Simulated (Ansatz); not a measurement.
Base system: BaHfO3 in the cubic perovskite structure (space group Pm-3m, No. 221; a = 4.2062 Å).

(Cell as relaxed with PBE.)

Levels (all Ansatz, an electronic-structure program, PAW): PBE (420 eV, without spin-orbit coupling); PBEsol (420 eV, no spin-orbit coupling).

Each level relaxes its own structure.

| base | PBE | PBEsol |
|---|---|---|
| volume per atom | 14.88 Å³ | 14.37 Å³ |
| lattice parameter a | 4.206 Å | 4.158 Å |
| band gap | 3.62 eV | 3.58 eV |

Perturbation: holes 2.0×10^21 cm⁻³, on a uniform background at fixed cell.

| quantity | PBE | PBEsol |
|---|---|---|
| gap between the host's bands | 3.72 eV | 3.68 eV |
| Fermi level relative to the doped band's edge (positive inside the band; to 0.05 eV) | +0.05 eV | +0.05 eV |
| shift of the gap caused by the change | +0.10 eV | +0.10 eV |
| gap character | indirect, R → Γ | indirect, R → Γ |

PBE's gap between the host's bands lies 0.04 eV above PBEsol's; the two agree on the Fermi level from band edge, shift of the gap caused by the change and gap character. Neither level is exact; PBEsol is the comparison here, not a measurement.

Charged cell with a jellium background: band edges are those of the host's band count, energies are not comparable with the neutral cell, and many-body gap narrowing is missing. Spin-orbit coupling, missing from the scalar runs, can matter with Hf. Stability against distortions was not tested. The base started in P4mm and relaxed to Pm-3m at this level.
